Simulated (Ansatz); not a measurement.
Start from WSe$_{2}$ in the 2H-MoS2 type structure (space group P6_3/mmc, No. 194; a = 3.300 Å, c = 13.147 Å; layered, stacked along the Cartesian z axis). Axes: x lies along a and z along c of the hexagonal cell.

Method: Kohn–Sham DFT with the r2SCAN+rVV10 functional, run in Ansatz (a quantum-chemistry and plane-wave program) with PAW and 500 eV plane waves, scalar-relativistic without spin-orbit coupling, earlier PAW set.

For the base:

* **Valence-band top at Γ**: 0.00, -1.06, -1.29 eV
* **Shortest interatomic distance**: 2.530 Å

Perturbation: uniaxial strain ε_xx = −1.62 %, all other strain components held at zero, atoms relaxed at fixed cell.

Task: Estimate the effect on the energy relative to the base, valence-band top at Γ, stress and shortest interatomic distance.

Result: The energy increases by 3.6 meV/atom; the valence-band top at Γ (three highest levels, from the VBM) changes from 0.00, -1.06, -1.29 eV to 0.00, -1.12, -1.30 eV; the stress (xx, yy, zz, yz, xz, xy; compression positive) is (3.51, 0.67, 0.17, 0.00, 0.00, 0.00) GPa; the shortest interatomic distance decreases by 0.009 Å to 2.521 Å.

With W present, leaving out spin-orbit coupling can change the band edges. The levels and masses belong to the bands next to the band gap. No phonon test of stability was made.
